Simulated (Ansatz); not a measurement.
The parent structure is ZrB₂ (space group P6/mmm, No. 191; a = 3.1714 Å, c = 3.5418 Å; relaxed with 0.1 eV smearing).

Computed with Ansatz (a program for electronic structure) PBE, no spin-orbit coupling.

For the base:

* **Pressure**: 0.0 GPa
* **Band gap**: zero

Now apply this change: the cell is scaled by 0.9900 in all directions; the atoms relax in the strained cell.

Task: Predict the new pressure, energy relative to the base and band gap.

Result: The pressure (mean of the normal stresses, compression positive) goes from zero to 7.6 GPa; the energy grows by 7.1 meV/atom; the band gap stays zero.

Whether these cells are dynamically stable was not tested. All final runs are without spin polarisation.
